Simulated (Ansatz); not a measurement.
# Smallest direct gap on the k points sampled of BN (model structure, started from the SiC type, P3m1, No. 156, 20 atoms in the cell) at several levels of theory

No measured value is used here.

```json
[
 {"level (code)": "LDA (Ansatz)", "value (eV)": "7.24", "cell (Å³/atom)": "5.74"},
 {"level (code)": "PBEsol (Ansatz)", "value (eV)": "7.10", "cell (Å³/atom)": "5.87"},
 {"level (code)": "r²SCAN (Ansatz)", "value (eV)": "[?]", "cell (Å³/atom)": "5.88"},
 {"level (code)": "r²SCAN+rVV10 (Ansatz)", "value (eV)": "7.84", "cell (Å³/atom)": "5.87"}
]
```

**Question.** Fill in the missing entries.

**Answer.** 
- r²SCAN (Ansatz, a quantum-chemistry and plane-wave program), value (eV): 7.87

At these levels the smallest gap is indirect and lower: LDA 5.17, PBEsol 5.07, r²SCAN 5.78, r²SCAN+rVV10 5.74 eV. Computed values are for a static lattice.  Each level is taken at its own relaxed cell. Cutoffs differ between the levels. Ansatz's density-functional and Hartree–Fock values are scalar-relativistic unless marked +SOC, with PAW data made under PBE.

A model structure was made by putting elements into a prototype or built by hand; it is no filed structure, need not be a known phase, and can be a saddle point held by its symmetry.
